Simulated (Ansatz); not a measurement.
**Rb2LiTlF6 under a change: F → Br**

The reference is Rb2LiTlF6 (space group Fm-3m, No. 225; a = 8.505 Å; a cell from a computed database, its experimental status unchecked).

It is then changed as follows: every F is replaced by Br, then cell and atoms are relaxed.

Level of theory: plane-wave PAW DFT at the PBEsol level (Ansatz, a quantum-chemistry and plane-wave program, 420 eV), no spin-orbit coupling. k-mesh 6×6×6 (Γ-centred); smearing 0.05 eV (Fermi–Dirac), for the changed cell.

- Volume per atom = 31.60 Å³ (base 15.38 Å³)
- Density = 4.53 g/cm³ (base 5.36 g/cm³)
- Lattice parameter a = 10.813 Å (base 8.505 Å)
- Space group = Fm-3m (No. 225) (base Fm-3m (No. 225))
- Band gap = 0.58 eV (base 3.57 eV)
- Gap character = direct at Γ (base direct at Γ)
- Width of the top valence band = 0.35 eV (base 0.15 eV)
- Electron mass = 0.23 mₑ (at Γ) (base 0.79 mₑ (at Γ))
- Valence-band top at Γ (three highest levels, from the VBM) = 0.00, 0.00, 0.00 eV (base 0.00, 0.00, -0.27 eV)

Final structure:

```
Rb2LiTlBr6
1.0
    0.00000     5.40629     5.40629
    5.40629     0.00000     5.40629
    5.40629     5.40629     0.00000
Rb Li Tl Br
2 1 1 6
Cartesian
  2.70314   2.70314   2.70314
  8.10943   8.10943   8.10943
  5.40629   5.40629   5.40629
  0.00000   0.00000   0.00000
  5.40629   5.40629   2.73393
  5.40629   5.40629   8.07865
  2.73393   5.40629   5.40629
  8.07865   5.40629   5.40629
  5.40629   2.73393   5.40629
  5.40629   8.07865   5.40629
```

With Tl present, leaving out spin-orbit coupling can change the band edges. Masses are band curvatures over ±0.01 Å⁻¹ around the edge. Stability against distortions was not tested. For Rb2LiTlBr6 in this form, whether it has been made was not checked.
